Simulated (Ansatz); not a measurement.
A self-consistent single point of ZrHg (P1, 2 atoms in the cell) with Ansatz (a program for electronic structure).

Method: PBEsol, default PAW files made with PBE (plane waves; Ansatz).

```xyz
2
Lattice="3.1470 0.0000 0.0000 0.0000 3.1470 0.0000 0.0000 0.0000 4.1700" Properties=species:S:1:pos:R:3 pbc="T T T"
Hg     0.0144     0.0060     0.0177
Zr     1.5591     1.5675     2.0673
```

Reference input (self-consistent single point, DFT, PBEsol, plane waves, default PAW files made with PBE): kpoints.mp_grid.grid = 8 8 7; hamiltonian.xc = pbesol; hamiltonian.pseudopotentials = {kind: paw} (the program's default PAW files); scf.occupations.method = fermi_dirac; scf.occupations.width = 0.05 eV. This run's input differs from it in these lines:

Ansatz 0.2 input:
```diff
@@ -10,3 +10,3 @@
 kpoints:
-  mp_grid: { grid: [8, 8, 7] }
+  mp_grid: { grid: [14, 14, 11] }
 hamiltonian:
```

Output (repeated stretches shortened):

```
SCF iter   1: F=—  HF=-17797.269843 eV  |F-HF|=—  |Δ(HF+E_count)|=         —  Δρ=4.96e-3  dr2=7.90e-3  ethr=1.77e-3  ⟨swp⟩=4.2  Hψ=82920  notcnv=0
all-band conjugate gradients solve this SCF's bands
preconditioner: auto → Kerker (q_TF=auto, 2.615 Å⁻¹)
SCF iter   2: F=—  HF=-17797.268825 eV  |F-HF|=—  |Δ(HF+E_count)|=   1.02e-3  Δρ=2.51e-3  dr2=2.06e-3  ethr=2.47e-5  ⟨swp⟩=2.9  Hψ=38672  notcnv=0
SCF iter   3: F=—  HF=-17797.268272 eV  |F-HF|=—  |Δ(HF+E_count)|=   5.53e-4  Δρ=4.57e-4  dr2=7.57e-5  ethr=6.43e-6  ⟨swp⟩=2.2  Hψ=29758  notcnv=0
SCF iter   4: F=—  HF=-17797.268264 eV  |F-HF|=—  |Δ(HF+E_count)|=   7.37e-6  Δρ=1.18e-4  dr2=6.65e-6  ethr=2.36e-7  ⟨swp⟩=2.1  Hψ=24608  notcnv=0
SCF iter   5: F=—  HF=-17797.268263 eV  |F-HF|=—  |Δ(HF+E_count)|=   1.10e-6  Δρ=2.23e-5  dr2=3.11e-7  ethr=2.08e-8  ⟨swp⟩=2.4  Hψ=28463  notcnv=0
SCF iter   6: F=-17797.268263 eV  HF=-17797.268263 eV  |F-HF|=4.25e-9  |Δ(HF+E_count)|=   7.32e-8  Δρ=4.30e-6  dr2=1.06e-8  ethr=3.13e-10  ⟨swp⟩=4.1  Hψ=74346  notcnv=0
SCF 1 converged in 6 iterations: F = -17797.268263 eV  dr2 = 1.06e-8
Free energy (F): -17797.268263 eV
Internal energy: -17797.249181 eV  (E = F + TS)
E sigma→0 (E₀):  -17797.258722 eV
Entropy (-TS):   -0.019082 eV (-9.541 meV/atom)
Fermi energy:    16.798088 eV
--- Forces (eV/Å), atoms counted from 1 ---
  atom   1  Hg    -0.08684572    -0.03594898    -0.16991643
  atom   2  Zr     0.08684337     0.03594801     0.16992754
--- Stress (GPa, compression-positive) ---
       -1.058994       0.010695       0.074325
        0.010695      -1.053715       0.030781
        0.074325       0.030781       0.403608
  P = ⅓ Tr σ = -0.5697 GPa (-5.697 kbar)
  The stress holds the Pulay correction. Without it, at fixed plane waves, as pw.x and ABINIT print it: P = -0.6040 GPa
```

The run converged in 6 iterations. Against the reference run the free energy rises by 3.9 meV/atom, the pressure moves little (-0.65 to -0.57 GPa) and the largest force moves little (0.197 to 0.194 eV/Å).

The starting cell comes from a database of published, mostly measured structures (it also holds non-ambient and calculated ones), without a prior relaxation at this level. Its atoms were displaced at random from the sites of space group no. 123. Ansatz's pressure includes its estimate of the finite-basis (Pulay) stress.

Cost on one core of a shared machine: roughly 60 s.
